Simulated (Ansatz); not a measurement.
Results of r²SCAN (plane waves, PAW; Ansatz, a program for electronic structure) for PtPb (P6₃/mmc, No. 194; start mp-1066274; cell taken from a computed entry).

Numerical settings: plane-wave cutoff 500 eV, 18×18×10 k mesh (along the axes of the cell as run), Fermi–Dirac smearing 0.1 eV, scalar-relativistic PAW data made under PBE.

Computed at the level's own relaxed cell.

Question: Give the computed volume per atom, lattice parameter a and c axis length.

Answer: 
- volume per atom: 22.34 Å³/atom
- lattice parameter a: 4.322 Å
- c axis length: 5.523 Å

The run finds no gap.

Note: the relaxation could not lower the start's symmetry, so the cell can be a saddle point above a distorted one.

Spin–orbit coupling is not included; it can shift volumes and moduli of such heavy elements.

Computed values are for the static lattice.

A start named mp-… is a Materials Project structure, which need not be a measured phase.
